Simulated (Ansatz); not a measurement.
The starting structures come from a database of crystals and need not be the phases stable at ambient conditions.

Evanescent states of InSe (P-6m2, not sure to be the ambient phase, 8 atoms a cell, 29.3 Å³ an atom) along the normal of (001)

Method: r2SCAN (plane waves, PAW; Ansatz, a first-principles code).

No gap correction and no spin-orbit coupling; mid-gap values are interpolated between computed energies.

Energies count from the valence-band top; κ is the least over a 12×12 mesh across the current.

| E (eV) | κ (1/Å) | where |
|---|---|---|
| 0.03 | 0.021 | Γ |
| 0.07 | 0.034 | Γ |
| 0.12 | 0.043 | Γ |
| 0.17 | ? | Γ |
| 0.23 | ? | Γ |
| 0.28 | ? | Γ |
| 0.33 | ? | Γ |
| 0.38 | ? | Γ |
| 0.42 | ? | Γ |
| 0.47 | ? | Γ |
| 0.53 | ? | Γ |
| 0.57 | 0.045 | Γ |
| 0.62 | 0.038 | Γ |
| 0.68 | 0.026 | Γ |

Question: Some entries are withheld; supply them.

Answer: 
- 0.17, κ (1/Å): 0.048
- 0.23, κ (1/Å): 0.052
- 0.28, κ (1/Å): 0.055
- 0.33, κ (1/Å): 0.056
- 0.38, κ (1/Å): 0.057
- 0.42, κ (1/Å): 0.056
- 0.47, κ (1/Å): 0.054
- 0.53, κ (1/Å): 0.050
